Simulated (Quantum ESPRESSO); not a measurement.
## How far to go with the SCF threshold: Ni (Fm-3m, 1 atom in the cell)

```
Ni
1.0
    0.00000     1.75472     1.75472
    1.75472     0.00000     1.75472
    1.75472     1.75472     0.00000
Ni
1
Direct
  0.00000   0.00000   0.00000
```
Moments meant for the start (each program seeds them in its own way; μB, in the order of the atoms Ni): 1.0.

Computed with PBE, PSlibrary PAW (PBE) pseudopotentials (plane waves; Quantum ESPRESSO).

Base settings: ecutwfc = 50 Ry; ecutrho = 300 Ry; occupations = smearing; smearing = gauss; degauss = 0.0073499 Ry; nspin = 2; potentials = {Ni: Ni.pbe-n-kjpaw_psl.1.0.0.UPF}; K_POINTS = automatic 16 16 16 0 0 0; conv_thr = 1e-10 Ry; mixing_beta = 0.3.

The mesh stays at the base's, so the ladder's end is converged at best in this setting alone.

Only quantities that move along the ladder and can be compared are tabulated.

The count of work is k-points × plane waves × bands × iterations; it is no time. 

The starting cell has typed, rounded lattice constants, without a prior relaxation at this level. Its lattice was rescaled by up to half a per cent. With one magnetic atom in the cell only a parallel order is possible.

Steps (conv_thr): 0.0073 Ry; 0.00073 Ry; 7.3e-05 Ry; 7.3e-06 Ry; 7.3e-07 Ry; 7.3e-08 Ry; 7.3e-09 Ry; 7.3e-10 Ry; 1e-10 Ry; 7.3e-12 Ry; 7.3e-14 Ry.

What is the coarsest conv_thr that holds the free energy within 1 meV/atom of the last step, with all finer ones?

7.3e-05 Ry, at 0.27 of the last step's count of work; the step before is off by 4.0 meV/atom.

What is the coarsest conv_thr that holds the net moment within 0.01 μB/atom of the last step, with all finer ones?

7.3e-05 Ry, at 0.27 of the last step's count of work; the step before is off by 0.020 μB/atom.

```csv
conv_thr,free energy less the last step's (meV/atom),net moment (μB/atom),count of work / last
0.0073 Ry,36.45,0.640,0.067
0.00073 Ry,4.01,0.620,0.20
7.3e-05 Ry,0.36,0.600,0.27
7.3e-06 Ry,0.05,0.600,0.40
7.3e-07 Ry,0.00,0.600,0.53
7.3e-08 Ry,0.00,0.600,0.60
7.3e-09 Ry,0.00,0.600,0.67
7.3e-10 Ry,0.00,0.600,0.73
1e-10 Ry,0.00,0.600,0.80
7.3e-12 Ry,0.00,0.600,0.93
7.3e-14 Ry,0.00,0.600,1.0
```
